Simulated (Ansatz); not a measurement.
Worked calculations on one periodic cell of amorphous Al28O45B2: Al28O45B2, 75 atoms, volume 830.6 Å³, made by a melt-quench on the CHGNet potential and relaxed with DFT. O atoms were pushed apart under 1.9 Å during the dynamics, to hinder bonds among them. It is a model cell: composition and starting density were chosen by hand, and all elements were melted together. Cycles of charging were run to anneal it. Level of theory: PBE, scalar-relativistic without spin-orbit coupling (plane waves to 420 eV, PAW; Ansatz, an electronic-structure program). Sampling: a 2×2×2 Γ-centred mesh; Fermi-Dirac width 0.02 eV; no spin polarisation. Its volume was relaxed, its shape was free, and it stands at a mean pressure of 0.0 GPa with stress components up to 0.1 GPa; the relaxation ran on the zone centre alone. Its density went from a set 3.01 to 2.99 g/cm³. The cell is small and was quenched far faster than a real film, so it is one sample of the glass.

### Question
Count formal charges (Al +3, O -2, B +3). What does the count lead one to expect at the Fermi level, and what does the calculation give?

### Answer
28 × (+3) + 45 × (-2) + 2 × (+3) = 0. The charges balance, so the anion-derived valence states can be full and a gap can open. On this mesh the highest filled and lowest empty level lie 3.16 eV apart; localised defect or tail levels set that (at the zone centre the more localised edge state sits most on one O atom with neighbours Al 1.69 Å, Al 1.75 Å), and the nearest spread-out levels lie 3.9 eV apart.

Four energies for a hole at PBE on the zone centre alone (charged cells in a uniform background, spin-polarised): neutral at the neutral geometry -40993.995 eV; charged at the neutral geometry -40998.888 eV; charged and relaxed -40999.218 eV; neutral at the charged geometry -40993.531 eV.

### Question
Find the two relaxation energies and their sum, the reorganisation energy.

### Answer
On charging: -40998.888 − (-40999.218) = 0.330 eV. On discharging: -40993.531 − (-40993.995) = 0.464 eV. The sum is 0.794 eV. The carrier's level spreads over 5 of the 75 atoms' worth, so it counts as localised, most on one O atom with neighbours Al 1.78 Å, Al 1.83 Å, Al 2.00 Å (neutral geometry). The values are uncorrected: the image energy of a point charge in this cell, 2.84 × 14.40 / (2 × 9.4) = 2.2 eV before screening, is screened by electrons alone at the fixed geometry and by ions too after relaxing, and the carrier can be spread before it relaxes, so each term can be off by up to that value times 1/ε∞, some tenths of an eV. PBE's self-interaction favours spread-out carriers, so a hybrid can localise more.
